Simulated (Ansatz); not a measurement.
A computed series for SiC: response to strain

The reference is SiC in the wurtzite structure (space group P6_3mc, No. 186; a = 3.092 Å, c = 5.074 Å).

Strains are applied to the cell and any free atomic positions relax.

The values are results of PBE, PAW, 420 eV (Ansatz, a quantum-chemistry and plane-wave program; scalar-relativistic without spin-orbit coupling), not measurements.

Notes on the quantities. energy relative to the base: free energy F.

```csv
isotropic strain (%),energy relative to the base (meV/atom)
-3,61.9
-2.4,38.9
-1.8,?
-1.2,9.4
-0.6,2.3
0,0.0
```

Task: Fit ΔE = Aε² + Bε³ (ε in %) to the rows shown and predict the withheld row.

Result: Least squares on the printed values gives A = 6.27 and B = -0.20 meV/atom (largest residual 0.0 meV/atom); this predicts 21.5 meV/atom, and the run gives 21.5 meV/atom, in agreement.

Whether these cells are dynamically stable was not tested.
